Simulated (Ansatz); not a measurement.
The starting structures come from a database of crystals and need not be the phases stable at ambient conditions.

By PBEsol, the system below comes out a metal.

A figure of merit of an interconnect metal is its ballistic conductance per area.

```yaml
crystal:
  lattice:
    - [3.17906, 0.00000, 0.00000]
    - [0.00000, 4.49587, 0.00000]
    - [0.00000, 2.24793, 2.24793]
  atoms:
    - { symbol: Ti, position: [0.00000, 0.00000, 0.00000] }
    - { symbol: Al, position: [0.50000, 0.50000, 0.00000] }
```

The cell is taken as given; by PBEsol it stands under a pressure of -2.4 GPa.

The current flows along the normal of the first two printed cell vectors, the (110) plane of the conventional cell. No spin-orbit coupling; the value is a mean over 0.1 eV about the Fermi level.

**Question.** Give the ballistic conductance per area that PBEsol in Ansatz (an electronic-structure program) yields.

**Answer.** 0.90 × 10¹⁵ S/m² for both spins.
